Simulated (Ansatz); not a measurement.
Consider this model of amorphous Ge₁₉Se₃₈Ti.

```xyz
58
Lattice="11.7659 -0.3476 -0.3426 -0.3476 11.0474 0.4664 -0.3426 0.4664 12.3530" Properties=species:S:1:pos:R:3 pbc="T T T"
Ge     1.7989     5.6686     9.0927
Ge     8.0190    10.4110     9.0919
Ge     6.8828     6.1349    10.8767
Ge     4.0691     9.1922     1.5312
Ge     7.4005     4.4729     4.0640
Ge     3.8034     5.3851     6.3039
Ge     2.8780     8.6679     4.5791
Ge    10.4503     8.3692    11.0930
Ge    11.2346    10.0279     4.7587
Ge     4.5410    10.6728    10.5224
Ge    11.0920     0.3750    11.2426
Ge     4.4702     9.5933     7.4636
Ge    11.2064     1.8175     1.9547
Ge     1.1463     0.6660     8.4786
Ge     9.8124     7.4530     5.8647
Ge     6.5599     2.8465     9.2315
Ge     6.5253     7.6706     3.1417
Ge     8.4298     4.9060     7.1593
Ge     7.9534     3.3713     0.8000
Se    10.4394     8.0274     3.6289
Se     8.7728     8.1132     9.3861
Se     3.9092     0.5643    12.0351
Se     0.6710    10.0945    11.0326
Se     1.1036     5.9217     2.9523
Se     3.6002     4.0701     9.2622
Se     1.7893    10.9139     5.2844
Se     3.1072     3.2049     5.8073
Se     0.1462     3.8813     3.8610
Se     1.7389     6.8941    11.1946
Se     7.4796     7.0134     6.4288
Se     5.2566     5.6350     8.1965
Se     7.1615     0.3740    10.4865
Se     1.2327     1.0039     1.2554
Se     1.8975     8.5303     2.1840
Se    10.6599     9.3677     7.0088
Se    -0.4677     6.5071    11.9120
Se     6.8452    10.4820     7.0580
Se     9.9297     2.2569    -0.0269
Se     8.4969     5.7066     0.8086
Se     8.5717     4.4476     9.5325
Se     2.0579     6.9335     7.0340
Se     3.6231     3.6259     1.3458
Se     3.1301     1.7357     2.7806
Se     3.9717     0.7300     8.1514
Se    10.0002     0.6869     3.7080
Se    10.7020     5.3000     6.4524
Se     4.5982     8.4434     9.7481
Se     7.1461     2.3875     2.7946
Se    10.1401     0.9521     8.8937
Se     5.8053     3.7259    11.5636
Se     9.7681     9.1504     0.4516
Se     4.7168     5.8218     4.0872
Se     7.4150     3.0524     6.1066
Se     1.4702     2.5487    10.2487
Se     5.0953     9.8142     3.6620
Se     5.6030     7.5355     0.8205
Se     0.0187     4.0755     9.0451
Ti     2.7405     4.1933     3.4913
```

These are PBE-D3(BJ), scalar-relativistic without spin-orbit coupling, PAW (Ansatz default set, large-core Se) (plane waves to 420 eV; Ansatz, a first-principles code) values and carry that method's errors.

The cell was made by melting and quenching with the CHGNet potential and then relaxed with DFT. The hot cell started wider than the set density and was brought back towards it in steps. It is the lowest in DFT energy of 3 quenches. It is a model cell: composition and starting density were chosen by hand, and all elements were melted together. The geometry includes D3(BJ) dispersion. Its density started from a set value of 4.26 and ended at 4.60 g/cm³. The simulated quench (nominally 60 K/ps over its main leg) is rapid and tends to freeze in more defects than a deposited or slowly cooled glass has. A cell of this size samples the disorder only roughly. Volume and shape were free in the relaxation.

Neighbours within Ge-Ge 2.85 Å, Ge-Se 2.88 Å, Ge-Ti 3.08 Å, Se-Se 2.76 Å, Se-Ti 3.08 Å, Ti-Ti 3.52 Å count as bonded.

Question: Give the coordination numbers, mean bond lengths and angles.

Answer: 
```
Property                                                Value
-----------------------  ------------------------------------
Mean coordination of Ge  3.58 (1 with 2, 6 with 3, 12 with 4)
Mean coordination of Se           2.26 (28 with 2, 10 with 3)
Mean coordination of Ti                       6.00 (1 with 6)
Mean Ge-Se bond          2.481 Å (spread 0.122 Å, 68 counted)
Mean Se-Se bond           2.448 Å (spread 0.063 Å, 6 counted)
Mean Se-Ti bond           2.538 Å (spread 0.094 Å, 6 counted)
Bond angle at Ge                    mean 105.7°, spread 11.6°
Bond angle at Se                     mean 93.9°, spread 18.8°
Bond angle at Ti                    mean 102.2°, spread 25.5°
```

Question: List the pairs of like atoms that count as bonded by the rules above.

Answer: Se24-Se28 (2.43 Å), Se25-Se31 (2.52 Å), Se29-Se36 (2.35 Å), Se33-Se43 (2.54 Å), Se42-Se43 (2.42 Å), Se54-Se57 (2.43 Å).
